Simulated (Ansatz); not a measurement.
```xyz
8
Lattice="3.0428 0.0000 0.0000 1.5214 2.6351 0.0000 0.0000 0.0000 10.1635" Properties=species:S:1:pos:R:3 pbc="T T T"
Si     0.0000     0.0000    -0.0026
Si     0.0000     0.0000     5.0792
Si     3.0428     1.7567     7.6199
Si     1.5214     0.8784     2.5382
C      0.0000     0.0000     8.2665
C      0.0000     0.0000     3.1848
C      3.0428     1.7567     5.7199
C      1.5214     0.8784     0.6382
```

No spin polarisation.

All numbers come from PBE/PAW in Ansatz (a quantum-chemistry and plane-wave program), no spin-orbit coupling, earlier PAW set. Γ-centred 12×12×4 mesh, Fermi–Dirac width 0.05 eV.

Q: What is the computed space group?

A: P6_3mc (No. 186).

Q: What is the computed valence-band top at Γ (three highest levels, from the VBM)?

A: 0.00, 0.00, -0.26 eV.

The levels and masses belong to the bands next to the band gap. The cells carry an imposed strain or load. Stability against distortions was not tested. The cell was made from SiC (space group P6_3mc, No. 186) by this change: biaxial strain −1.66 %, plane normal [001], relaxed out of plane.
